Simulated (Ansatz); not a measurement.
# Effect of isotropic strain −4.86 % on CsPbBr3

The parent structure is CsPbBr3 in the cubic perovskite structure (space group Pm-3m, No. 221; a = 5.8721 Å).

The change: every lattice vector is shortened by 4.86 %; the atoms relax in the strained cell.

Calculations: Kohn–Sham DFT with the PBEsol functional, run in Ansatz (a first-principles code) with PAW and 420 eV plane waves, no SOC. Settings: 6×6×6 k-points, 0.05 eV Fermi–Dirac smearing.

```csv
quantity,base,changed,shift
volume per atom,40.50 Å³,34.87 Å³,-5.622 Å³
space group,Pm-3m (No. 221),Pm-3m (No. 221),–
shortest interatomic distance,2.936 Å,2.793 Å,-0.143 Å
energy relative to the base (free energy F),0 meV/atom,+70 meV/atom,+70 meV/atom
band gap,1.43 eV,0.68 eV,-0.75 eV
gap character,direct at R,direct at R,–
width of the top valence band,2.07 eV,3.19 eV,+1.12 eV
"electron mass (degenerate bands, along [100])","0.077, 0.74, 0.74 mₑ (at R)","0.044, 0.60, 0.60 mₑ (at R)",–
"valley order (the lowest conduction-band minima on the path, energy above the VBM, named in the base's zone)",R along ⟨111⟩ 1.43 eV; Γ 2.88 eV,R along ⟨111⟩ 0.68 eV; Γ 2.00 eV,–
```

Cost of the whole job for the changed cell (relaxation, final SCF and bands): very roughly 40 core-seconds.

Spin-orbit coupling, missing from the scalar runs, can matter with Pb. Masses are band curvatures over ±0.01 Å⁻¹ around the edge. No phonon test of stability was made. Many cubic perovskites are stable only at high temperature; tilts and polar distortions were not tested. This is not the structure that CsPbBr3 has at room temperature and ambient pressure.
